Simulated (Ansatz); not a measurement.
CuI: energy against strain

CuI (zinc blende, F-43m, 26.189 Å³/atom at rest) under an equal strain ε in the (111) plane with the normal axis free, as in a coherent film. PBEsol in Ansatz, a plane-wave DFT program (PAW, default set), 420 eV, 10×10×10 Γ-centred mesh, Fermi-Dirac smearing 0.05 eV; ions are relaxed within the symmetry of each cell.

Here s stands for strain and y for E less E0.

| strain (%) | E less E0 (meV/atom) |
|---|---|
| -1.25 | 2.26 |
| -0.83 | 0.99 |
| -0.42 | 0.25 |
| 0.00 | 0.00 |
| 0.42 | 0.25 |
| 0.83 | 0.98 |
| 1.25 | 2.21 |
| 2.50 | ? |

Question: Using a parabola, estimate the missing y at s = 2.50 from the other rows, showing the fit.

Answer: Least squares gives y = -0.001 - 0.0146·s + 1.4314·s². Residuals (row less fit): 0.006, -0.007, -0.008, 0.001, 0.005, 0.007, -0.007; standard error 0.008 (degrees of freedom: 4). Twice the quadratic coefficient over the volume, 2 × 1.4314 meV × 10⁴ × 0.1602 / 26.189 Å³, is twice the biaxial elastic modulus of this plane = 175 ± 0.6 GPa. At the withheld row, y = -0.001 - 0.0146 × 2.50 + 1.4314 × 2.50² = 8.909 meV/atom. The calculation gives 8.69 meV/atom, 0.219 meV/atom below the prediction (2.5 % of the range of y in the table). The row lies outside the fitted rows, so this is an extrapolation. From the scatter of the fitted rows alone, a prediction at this place has a standard error of 0.032 meV/atom, so the miss is 6.8 times that.

One order more, fitted to all 13 runs of the series, follows each within 0.01, so the miss is the next term of a smooth law. Rows are the converged runs of the series near zero and its far end; series whose fitted rows scatter by over a few per cent of the range, as at a crossing or softening among them, aren't shown in this form. Most that stay on the fit to the last digits aren't either.
